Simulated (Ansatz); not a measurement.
Start from ZrO₂ (space group P4_2/nmc, No. 137; a = 3.601 Å, c = 5.228 Å).

Structures relaxed with Ansatz (a first-principles code), r2SCAN, PAW, cutoff 500 eV, spin-orbit coupling left out.

Base:

Simulated powder pattern, Cu Kα1, λ = 1.54056 Å (kinematic, ideal powder, no thermal factors, no anomalous dispersion; the 10 strongest lines at most, above 2 %, up to 2θ = 90°):

```tsv
2θ (°)	I/Imax (%)	hkl
30.11	100	(101)
34.28	9.0	(002)
35.21	13	(110)
49.96	37	(112)
50.65	20	(200)
58.82	15	(103)
60.06	27	(211)
62.59	7.3	(202)
74.45	5.7	(220)
81.27	12	(213)
```

One thing is altered: a hydrostatic pressure of 30 GPa.

After the change:

Simulated powder pattern, Cu Kα1, λ = 1.54056 Å (kinematic, ideal powder, no thermal factors, no anomalous dispersion; the 10 strongest lines at most, above 2 %, up to 2θ = 90°):

```tsv
2θ (°)	I/Imax (%)	hkl
31.35	100	(101)
36.24	7.3	(002)
36.42	14	(110)
52.33	39	(112)
52.46	20	(200)
62.16	14	(103)
62.40	27	(211)
65.43	6.3	(202)
85.62	11	(213)
85.83	5.7	(301)
```

The indices refer to the base's conventional cell; one index is shown for lines that coincide.

Load acts through the strain it causes; cell and atoms are relaxed under it. No phonon test of stability was made. No other phases were tried under pressure. This is not the structure that ZrO2 has at room temperature and ambient pressure.
